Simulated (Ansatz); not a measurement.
The starting structures come from a database of crystals and need not be the phases stable at ambient conditions.

By PBEsol, the system below comes out a metal.

Consider the following.

```yaml
crystal:
  lattice:
    - [2.82708, 0.00000, 0.00000]
    - [0.00000, 9.18599, 0.00000]
    - [1.41354, 0.00000, 2.44832]
  atoms:
    - { symbol: Al, position: [0.00000, 0.00000, 0.00000] }
    - { symbol: Al, position: [0.00000, 0.50000, 0.00000] }
    - { symbol: Al, position: [0.33333, 0.75000, 0.33333] }
    - { symbol: Al, position: [0.66667, 0.25000, 0.66667] }
```

Space group of this cell: P6_3/mmc. The cell is taken as given; by PBEsol its mean pressure is 1.8 GPa.

The current flows along the normal of the first two printed cell vectors, the (100) plane of the conventional cell. No spin-orbit coupling; the value is a mean over 0.1 eV about the Fermi level.

Q: Compute, with PBEsol (Ansatz, an electronic-structure program), the ballistic conductance per area.

A: 1.3 × 10¹⁵ S/m² for both spins.
